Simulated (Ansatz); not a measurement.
The starting structures come from a database of crystals and need not be the phases stable at ambient conditions.

 Where the default PAW files enter, the runs use the earlier of Ansatz's two default sets.

Consider the following.

```xyz
2
Lattice="3.1232 0.0000 0.0000 0.0000 3.1232 0.0000 1.5616 1.5616 2.2535" Properties=species:S:1:pos:R:3 pbc="T T T"
Ga     0.0000     0.0000     0.0000
N      1.5616     3.1232     1.1267
```

Space group of this cell: I-4m2. The cell is strained (lengths across the current scaled by 0.98, ions clamped); by r2SCAN its mean pressure is 7.2 GPa.

Transport runs along the normal of the first two printed cell vectors, the (001) (indices of the unstrained crystal) plane of the conventional cell.

The gap is the functional's own, uncorrected, and κ follows it; spin-orbit coupling is left out. Mid-gap values are interpolated between the computed energies.

**Question.** Give the band gap and the smallest decay constant κ at mid-gap that r2SCAN run with Ansatz (a first-principles code) yields.

**Answer.** Gap 2.37 eV on a 14×14×14 mesh; κ = 0.175 1/Å, at the zone centre.
